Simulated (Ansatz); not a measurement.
System: CsCl-type PdIn. Method: RPBE (plane waves, PAW; Ansatz, an electronic-structure program).

Numerical settings: plane-wave cutoff 520 eV, 18×18×18 k mesh, Fermi–Dirac smearing 0.05 eV, scalar-relativistic PAW data made under PBE.

A third-order Birch–Murnaghan fit to the energies gives V0 = 18.632 Å³/atom, B0 = 95.1 GPa, B′ = 6.1.

```json
[
 {"V (Å³/atom)": "17.468", "P (GPa)": "___"},
 {"V (Å³/atom)": "17.840", "P (GPa)": "___"},
 {"V (Å³/atom)": "18.212", "P (GPa)": "2.32"},
 {"V (Å³/atom)": "18.583", "P (GPa)": "0.25"},
 {"V (Å³/atom)": "18.955", "P (GPa)": "-1.54"},
 {"V (Å³/atom)": "19.327", "P (GPa)": "___"},
 {"V (Å³/atom)": "19.698", "P (GPa)": "___"}
]
```

**Question.** Estimate the withheld pressures from this fit; the answers are the runs' own values.

**Answer.** 
- 17.468, P (GPa): 7.48
- 17.840, P (GPa): 4.72
- 19.327, P (GPa): -3.11
- 19.698, P (GPa): -4.50

The formula P = (3/2) B0 (x^(7/3) − x^(5/3)) [1 + (3/4)(B′ − 4)(x^(2/3) − 1)] with x = V0/V meets the computed pressures within 0.04 GPa when these rounded values are put in.

Spin–orbit coupling is not included.

The computed numbers hold no vibrational or temperature effects.
